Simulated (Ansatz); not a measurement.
# Lattice constant a of RuC (model structure, started from the NbAs type, I4₁md, No. 109, 4 atoms in the cell) at several levels of theory

No measured value is used here.

```tsv
level (code)	value (Å)
PBE (Ansatz)	2.788
PBEsol (Ansatz)	2.763
PBE-D3(BJ) (Ansatz)	2.772
```

PBE, PBEsol, PBE-D3(BJ): the run has no spin polarisation, so it can have missed a magnetic state. Ansatz's density-functional and Hartree–Fock values are scalar-relativistic unless marked +SOC, with PAW data made under PBE.

A model structure was made by putting elements into a prototype or built by hand; it is no filed structure, need not be a known phase, and can be a saddle point held by its symmetry.

Ansatz is an electronic-structure program.
